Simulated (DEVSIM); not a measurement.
## abrupt Si n-p junction

Structure: abrupt Si n-p junction, at 300 K.

| layer (left to right) | material | thickness (μm) | Nd (cm⁻³) | Na (cm⁻³) | τn (s) | τp (s) |
|---|---|---|---|---|---|---|
| 1 | Si | 3.00 | 5.4e15 | - | 6.1e-5 | 6.1e-5 |
| 2 | Si | 8.70 | - | 1.2e16 | 6.1e-5 | 6.1e-5 |

Left contact: ohmic. Right contact: ohmic. Voltage is applied to the left contact. Recombination: SRH at mid-gap. Mobility is μmin + (μ − μmin)/(1 + (N/Nref)^α).

Constants are typed, rounded textbook-type inputs, not results; the design itself was drawn at random and stands for no fabricated device. Values at 300 K.

```
parameter           Si
-------------  -------
gap (eV)         1.124
affinity (eV)     4.05
permittivity      11.7
Nc (cm⁻³)      2.86e19
Nv (cm⁻³)       3.1e19
μn (cm²/Vs)       1417
μp (cm²/Vs)        470
μn,min              52
μp,min              45
Nref,n          9.7e16
Nref,p          2.2e17
αn                0.68
αp                0.72
```

Model (solved in DEVSIM): 1D drift-diffusion, Boltzmann statistics, complete ionisation; no tunnelling, impact ionisation, image-force lowering or self-heating.

```
Item                                                Value
---------------------------------------------  ----------
Potential step across the device at zero bias     0.699 V
Largest field in the device at zero bias       27000 V/cm
Dark forward voltage at 1 A/cm²                   0.580 V
Dark forward voltage at 100 A/cm²                 0.754 V
```

Dark reverse current:

```json
[
 {"V (V)": "0.04", "J (A/cm²)": "2.0e-10"},
 {"V (V)": "0.10", "J (A/cm²)": "2.8e-10"},
 {"V (V)": "0.20", "J (A/cm²)": "3.3e-10"},
 {"V (V)": "0.30", "J (A/cm²)": "3.8e-10"},
 {"V (V)": "0.40", "J (A/cm²)": "4.2e-10"},
 {"V (V)": "0.60", "J (A/cm²)": "5.1e-10"},
 {"V (V)": "0.80", "J (A/cm²)": "5.8e-10"},
 {"V (V)": "1.00", "J (A/cm²)": "6.5e-10"},
 {"V (V)": "1.30", "J (A/cm²)": "7.5e-10"},
 {"V (V)": "1.60", "J (A/cm²)": "8.3e-10"},
 {"V (V)": "2.00", "J (A/cm²)": "9.5e-10"}
]
```

Dark forward current:

(V (V), J (A/cm²)): (-0.05, -1.3e-9); (-0.10, -9.7e-9); (-0.15, -6.7e-8); (-0.20, -4.6e-7); (-0.25, -3.1e-6); (-0.30, -2.2e-5); (-0.35, -0.00015); (-0.40, -0.0010); (-0.45, -0.0070); (-0.50, -0.048); (-0.55, -0.33); (-0.60, -2.1); (-0.65, -11); (-0.70, -38); (-0.75, -94); (-0.80, -190); (-0.85, -320); (-0.90, -490); (-0.95, -710); (-1.00, -960); (-1.05, -1300); (-1.10, -1600); (-1.15, -2000); (-1.20, -2400)
